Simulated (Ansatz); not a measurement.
In₂Te₃ (R-3m, No. 166, 5 atoms in the cell; start mp-1068510; a measured phase of this formula has another space group) was calculated with PBEsol (Ansatz, a first-principles code, plane waves, PAW).

Run with plane-wave cutoff 520 eV, 16×16×16 k mesh, Fermi–Dirac smearing 0.05 eV, scalar-relativistic PAW data made under PBE.

Cell (relaxed at this level):

In$_{2}$Te$_{3}$ has the trigonal space group R-3m, hexagonal axes (No. 166), Pearson symbol hR5. Lattice parameters: a = b = 4.2708 Å, c = 28.1933 Å, α = β = 90.00°, γ = 120.00°. In on 6c has 3 Te at 2.894 Å and 3 Te at 3.117 Å (octahedral). Te1 on 6c is surrounded by 3 In at 2.894 Å (trigonal pyramidal). Te2 on 3a is surrounded by 6 In at 3.117 Å (octahedral). (Neighbours: up to the widest gap in distance over summed covalent radii, below 1.35, at either atom; cation-cation and far metal-metal contacts left out.)
(The calculation used a cell of 5 atoms; values per cell refer to that cell.)

Estimate the bulk modulus B0 that the calculation returns.


bulk modulus B0: 42.8 GPa

The run finds no gap.

Note: the bulk modulus is −V dP/dV from two relaxed cells at ±2 % in volume; the relaxation could not lower the start's symmetry, so the cell can be a saddle point above a distorted one.

Spin–orbit coupling is not included; it can open a gap where bands touch, and shift volumes and moduli.

Static lattice: no zero-point or thermal effects.

Cost on a shared machine: around 22 core-minutes (rough).

A start named mp-… is a Materials Project structure, which need not be a measured phase.
